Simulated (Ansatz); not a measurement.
This Ansatz (an electronic-structure program) input is the reference run, SiC in the zinc blende structure (space group F-43m, No. 216), computed with r2SCAN (Ansatz), no spin-orbit coupling:

Ansatz 0.2 input:
```yaml
crystal:
  lattice:
    - [0, 2.1781636358, 2.1781636358]
    - [2.1781636358, 0, 2.1781636358]
    - [2.1781636358, 2.1781636358, 0]
  atoms:
    - { symbol: C, position: [0.25, 0.25, 0.25] }
    - { symbol: Si, position: [0, 0, 0] }
basis: { ecutwfc: 500, ecutrho_ratio: 4, xc_grid: 4, fft_grid_basis: typed }
kpoints: { mp_grid: { grid: [13, 13, 13] } }
hamiltonian:
  xc: r2scan
  dispersion: none
  pseudopotentials: { kind: paw }
scf: { occupations: { method: fermi_dirac, width: 0.05 }, convergence: { dr2_threshold: 0.0000000002 } }
output: { forces: true, stress: true }
checkpoint: { write: state.ck, write_every: 1000 }
```

Problem. Write the input for this change: uniaxial stress, 1 GPa tension along z, with the cell and atoms free to relax against it.

Solution. 
Ansatz 0.2 input:
```yaml
crystal:
  lattice:
    - [0, 2.1781636358, 2.1781636358]
    - [2.1781636358, 0, 2.1781636358]
    - [2.1781636358, 2.1781636358, 0]
  atoms:
    - { symbol: C, position: [0.25, 0.25, 0.25] }
    - { symbol: Si, position: [0, 0, 0] }
basis: { ecutwfc: 500, ecutrho_ratio: 4, xc_grid: 4, fft_grid_basis: typed }
kpoints: { mp_grid: { grid: [13, 13, 13] } }
hamiltonian:
  xc: r2scan
  dispersion: none
  pseudopotentials: { kind: paw }
scf: { occupations: { method: fermi_dirac, width: 0.05 } }
relax: { f_tol: 0.005, max_steps: 50, cell: { stress_tol: 0.01, sigma_target: [0, 0, -1, 0, 0, 0] } }
output: { forces: true, stress: true }
checkpoint: { write: state.ck, write_every: 1000 }
```
This is the input that was run.

Load acts through the strain it causes; cell and atoms are relaxed under it. sigma_target is in GPa, compression positive, in the order xx, yy, zz, yz, xz, xy. Beyond what the load breaks, stability against distortions was not tested.
